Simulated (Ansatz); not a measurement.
```xyz
2
Lattice="0.0000 2.2196 2.2196 2.2196 0.0000 2.2196 2.2196 2.2196 0.0000" Properties=species:S:1:pos:R:3 pbc="T T T"
C      0.0000     0.0000     0.0000
Ta     2.2196     2.2196     2.2196
```

Spin-orbit coupling is not included.

Problem. What linear thermal expansion coefficient does the quasi-harmonic free energy on PBEsol in Ansatz (a quantum-chemistry and plane-wave program) give at 350 K, and what isobaric heat capacity per mole of formula units and Grüneisen parameter?

Solution. α = 6.3 × 10⁻⁶ K⁻¹; C_P = 40.6 J/(mol K); γ = 2.04. No phase change or melting is allowed for: the numbers belong to this structure as given.
